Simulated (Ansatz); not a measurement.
## A computed series for Sn: point defects

Consider an 8-atom supercell of Sn (space group I4_1/amd, No. 141; a = 5.947 Å, c = 3.212 Å) at its relaxed geometry.

One neutral defect a cell, atoms relaxed at fixed cell.

Method: Ansatz (a first-principles code), PBE, PAW, cutoff 420 eV, no SOC.

| variant | pressure | largest displacement of a host atom from its site in the perfect cell |
|---|---|---|
| perfect supercell | 0.1 GPa | – |
| Li interstitial (started 1.96 Å from the nearest host atom) | 4.5 GPa | 0.51 Å |
| Ir on a Sn site, symmetric start | -3.0 GPa | 0.45 Å |
| Ru on a Sn site, symmetric start | -3.1 GPa | 0.44 Å |
| Zn on a Sn site | ___ | ___ |
| Li interstitial (started 2.13 Å from the nearest host atom), symmetric start | 4.5 GPa | 0.53 Å |

Task: Some entries are withheld; estimate them.

Result: 
- Zn on a Sn site, pressure: -2.3 GPa
- Zn on a Sn site, largest displacement of a host atom from its site in the perfect cell: 0.20 Å

In so small a cell the defect repeats every few ångströms: this is an ordered compound, not a dilute defect. Defects with a symmetric start kept the site's symmetry and may sit on a saddle; the others started slightly shaken. The final runs are not spin-polarised.
